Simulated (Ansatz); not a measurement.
## Cs2AgBiBr6, response to strain

Consider Cs$_{2}$AgBiBr$_{6}$ (space group Fm-3m, No. 225; a = 11.187 Å).

Strains are applied to the cell and any free atomic positions relax.

The values are results of PBEsol, PAW, 420 eV (Ansatz, a first-principles code; no spin-orbit coupling), not measurements.

Candidates:
(a) isotropic strain −1.50 %
(b) isotropic strain −0.75 %
(c) isotropic strain −3.00 %
(d) isotropic strain −2.25 %

Notes on the quantities. energy relative to the base: free energy F.

Problem. Order them by energy relative to the base, highest first.

Solution. (c) isotropic strain −3.00 % (+27 meV/atom), (d) isotropic strain −2.25 % (+15 meV/atom), (a) isotropic strain −1.50 % (+6.3 meV/atom), (b) isotropic strain −0.75 % (+1.5 meV/atom)

Whether these cells are dynamically stable was not tested.
